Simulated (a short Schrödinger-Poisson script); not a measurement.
System: MOS inversion layer, SiO2 on p-type Si(100), at 400 K.

From the gate side: 1.9 nm SiO2; 320 nm Si, acceptors 1.8e18 cm⁻³.

The device is made up for the run: typed textbook-type constants, with dimensions and the other settings drawn at random. SiO2: permittivity 3.9, conduction-band edge (eV) 3.15, gap (eV) 9, electron mass (mₑ) 0.5. Si: permittivity 11.7, conduction-band edge (eV) 0, gap (eV) 1.124, Nv at 300 K (cm⁻³) 3.1e19.

Channel valleys (confinement mass, in-plane density-of-states mass, number): Δ2 0.916, 0.19, 2; Δ4 0.19, 0.417, 4. At the gate the conduction-band edge of layer 1 lies 3.76 eV − eVg above the Fermi level of the channel; the field vanishes at the back. Gaps are held at their typed values at every temperature. Mesh 0.03 nm at interfaces.

From a short Schrödinger-Poisson script (our own, NumPy): 1D Poisson equation in equilibrium, electrons quantum, Hartree (BenDaniel-Duke, 12 states a valley, the channel's in-plane mass for all, wave functions free to enter the dielectric), parabolic valleys, classical holes, full ionisation, no traps, pinning or gate leakage.

```
Vg (V)  electrons (cm⁻²)  C (μF/cm²)  Δ2 E0 (meV from the Fermi level)  Δ4 E0 (meV from the Fermi level)
------  ----------------  ----------  --------------------------------  --------------------------------
0.8               1.10e9       0.354                             312.1                             379.0
0.9               9.71e9       0.364                             235.9                             305.0
1                7.73e10       0.510                             163.4                             234.6
1.1              3.71e11       0.883                             108.1                             181.4
1.2              9.43e11        1.16                              74.3                             149.8
1.3              1.67e12        1.29                              52.7                             130.4
1.4              2.48e12        1.37                              37.1                             116.9
1.5              3.34e12        1.42                              24.8                             106.8
1.6              4.22e12        1.45                              14.6                              98.6
1.7              5.12e12        1.47                               5.8                              91.8
1.8              6.04e12        1.49                              -2.1                              85.9
1.9              6.97e12        1.51                              -9.2                              80.7
2                7.91e12        1.52                             -15.8                              75.9
2.1              8.86e12        1.53                             -21.9                              71.6
2.2              9.82e12        1.54                             -27.7                              67.7
2.3              1.08e13        1.55                             -33.1                              64.0
2.4              1.17e13        1.55                             -38.3                              60.5
2.5              1.27e13        1.56                             -43.3                              57.2
```

Gate voltages with under 1e9 electrons/cm² are left out.

At Vg = 2.5 V the lowest Δ2 subband lies at -43.3 meV from the Fermi level. How many electrons does it hold, and what share of all?

The two-dimensional density of states is g m/(πħ²) = 1.59e11 cm⁻² meV⁻¹ (both spins), kT = 34.5 meV, so n = D kT ln(1 + exp(−E/kT)) = 8.24e12 cm⁻², 0.65 of the 1.27e13 cm⁻² in all.

Compare the slope of the sheet density between 2.3 and 2.5 V with the geometric capacitance of the layers between gate and channel.

q Δn/ΔV = 1.52 μF/cm²; ε0/Σ(t/ε) = 1.82 μF/cm². The ratio is 0.84: the channel acts as a further capacitance in series.
